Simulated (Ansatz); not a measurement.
The starting structures come from a database of crystals and need not be the phases stable at ambient conditions.

Inside the gap of an insulator the Bloch states are evanescent, with a wavenumber k + iκ along the transport direction.

Input:

```
CELL_PARAMETERS angstrom
      4.04226     0.00000     0.00000
      0.00000    20.17769     0.00000
      2.02113     6.72590     1.16690
ATOMIC_POSITIONS crystal
  La 0.00000 0.25810 0.00000
  La 0.00000 0.74190 0.00000
  O  0.00000 0.37729 0.00000
  O  0.00000 0.62271 0.00000
  F  0.00000 0.12934 0.00000
  F  0.00000 0.87066 0.00000
```

Space group of this cell: R-3m. The cell is taken as given; by r2SCAN its mean pressure is 0.7 GPa.

Transport runs along the normal of the first two printed cell vectors, the (100) plane of the conventional cell.

The gap is the functional's own, uncorrected, and κ follows it; spin-orbit coupling is left out. Mid-gap values are interpolated between the computed energies.

### Question
Estimate the band gap and the smallest decay constant κ at mid-gap that r2SCAN (Ansatz, a program for electronic structure) returns for this system.

### Answer
Gap 4.67 eV on a 24×24×24 mesh; κ = 0.483 1/Å, at the zone centre.
